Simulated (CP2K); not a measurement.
Band structure of BP (P6_3mc, 4 atoms in the cell).

```xyz
4
Lattice="3.1883 0.0000 0.0000 -1.5942 2.7612 0.0000 0.0000 0.0000 5.2901" Properties=species:S:1:pos:R:3 pbc="T T T"
B      1.5942     0.9204     2.6472
B      0.0000     1.8408     0.0022
P      1.5942     0.9204     4.6266
P      0.0000     1.8408     1.9816
```

Method of the run: LDA (Pade form), GPW, DZVP-MOLOPT-SR-GTH basis, GTH-PADE potentials (GTH_POTENTIALS) run with CP2K 2026.2.

Settings: CUTOFF = 400 Ry; REL_CUTOFF = 60 Ry; KPOINTS/SCHEME = MONKHORST-PACK 10 10 5; GAMMA_CENTERED = T; XC_FUNCTIONAL = PADE; B/BASIS_SET = DZVP-MOLOPT-SR-GTH; B/POTENTIAL = GTH-PADE-q3; P/BASIS_SET = DZVP-MOLOPT-SR-GTH; P/POTENTIAL = GTH-PADE-q5; METHOD = GPW; EPS_DEFAULT = 1e-11; EXTRAPOLATION = USE_GUESS; NGRIDS = 4; SCF_GUESS = ATOMIC.

The starting cell comes from a database of computed structures (which also holds hypothetical and non-ambient phases and stackings), without a prior relaxation at this level. Values carry the incompleteness of an atom-centred basis.

Problem. Predict the gap along the standard path and the places of the band edges.

Solution. The gap along the path is 0.99 eV, from Γ to K; the smallest direct gap on it is 2.77 eV.

Levels in eV from the top of the valence band on the SCF mesh, bands 5 to 9:
```json
[
 {"point": "Γ", "5": "-2.10", "6": "-0.43", "7": "0.00", "8": "0.00", "9": "2.77"},
 {"point": "M", "5": "-6.40", "6": "-4.32", "7": "-4.24", "8": "-2.05", "9": "1.20"},
 {"point": "K", "5": "-7.30", "6": "-5.01", "7": "-5.01", "8": "-4.80", "9": "0.99"},
 {"point": "A", "5": "-1.27", "6": "-1.27", "7": "-1.27", "8": "-1.27", "9": "3.72"},
 {"point": "L", "5": "-3.42", "6": "-3.42", "7": "-3.31", "8": "-3.31", "9": "2.19"},
 {"point": "H", "5": "-6.50", "6": "-6.50", "7": "-2.83", "8": "-2.83", "9": "3.20"}
]
```

Higher empty bands are left out: an atom-centred basis made for the valence describes them poorly.
